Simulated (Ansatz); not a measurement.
Start from AlN in the wurtzite structure (space group P6_3mc, No. 186; a = 3.1138 Å, c = 4.9836 Å). Axes: x lies along a and z along c of the hexagonal cell.

Calculations: PBEsol in Ansatz (plane waves to 420 eV, PAW, no spin-orbit coupling).

For the base:

| Quantity | Result |
|---|---|
| Band gap | 4.09 eV |
| Width of the top valence band | 2.41 eV |

It is then changed as follows: compressive biaxial strain of 2.28 % in the plane normal to [001], as in epitaxy on a mismatched substrate; the out-of-plane cell vector and the atoms relax.

Task: What does the calculation give for the out-of-plane strain after the change?

Result: The out-of-plane strain is +1.30 %.

Task: Predict the new band gap.

Result: The band gap goes up by 0.355 eV to 4.45 eV.

Task: Predict the new in-plane stress.

Result: The mean in-plane stress (compression positive) amounts to +11.2 GPa.

Task: How does this affect the electron mass?

Result: The electron mass amounts to 0.28 mₑ out of plane, 0.32 mₑ in plane (at Γ).

Task: What happens to the width of the top valence band?

Result: The width of the top valence band shrinks by 0.05 eV (2.41 eV → 2.36 eV).

Effective masses come from finite differences of ±0.01 Å⁻¹. Gaps are Kohn–Sham eigenvalue differences; semilocal functionals usually give less than the measured gap. Stability against distortions was not tested.

Ansatz is a program for electronic structure.
